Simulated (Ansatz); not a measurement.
Response to strain in PbTe

The reference is PbTe in the rock salt structure (space group Fm-3m, No. 225; a = 6.380 Å).

Strains are applied to the cell and any free atomic positions relax.

The values are results of Kohn–Sham DFT with the LDA functional, run in Ansatz (a program for electronic structure) with PAW and 420 eV plane waves, no SOC, not measurements.

```csv
isotropic strain (%),pressure (GPa)
-3,5.5
-2.5,4.4
-1.5,2.4
0,0.0
0.5,-0.7
1,-1.4
1.5,-2.0
2.5,?
3,-3.5
```

Question: Fit P = P₀ − Bδ + Cδ² with δ = (1 + ε)³ − 1 to the rows shown and predict the withheld row.

Answer: Least squares on the printed values gives P₀ = 0.0 GPa, B = 50.3 GPa, C = 140 GPa (largest residual 0.1 GPa); this predicts -3.1 GPa, and the run gives -3.1 GPa, in agreement.

Whether these cells are dynamically stable was not tested.
